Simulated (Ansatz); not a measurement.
Functionals compared on F on the 1x1 (111) surface of fcc Ni, ferromagnetic, one in a 2x2 cell, started at the site 'hollow Ni-Ni-Ni over Ni at depth 4.0 Å', in Ansatz (plane waves, PAW). The structure was relaxed with PBE; the other rows are single points on it, each with its references at the same level. Cutoff 420 eV.

Slab: 17 atoms, 6.0 Å thick at the start under the adsorbate (thin: gaps and levels are the slab's own); k 7x7x1, smearing 0.1 eV, dipole-corrected; 8 atoms held, the rest relaxed; symmetry of the start imposed; spin-polarised, no spin-orbit, no U, no dispersion correction. At the end it is bonded to 3 Ni. In PBE it is, or lies within 0.03 eV of, the lowest of the starts that converged. These notes are the PBE run's. Adsorption energies are against ½ F2(g). A negative adsorption energy means that the adsorbate is more stable on the surface than in its reference.

| functional | adsorption energy (eV) | work function of the top face (eV) | change of the work function (eV) | magnetic moment of the cell (μB) | rough cost of the single point |
|---|---|---|---|---|---|
| PBE | -2.81 | 5.70 | 0.62 | 10.93 | – |
| RPBE | -2.62 | 5.52 | 0.62 | 11.03 | very roughly 6 core-minutes |

Ansatz is a program for electronic structure.
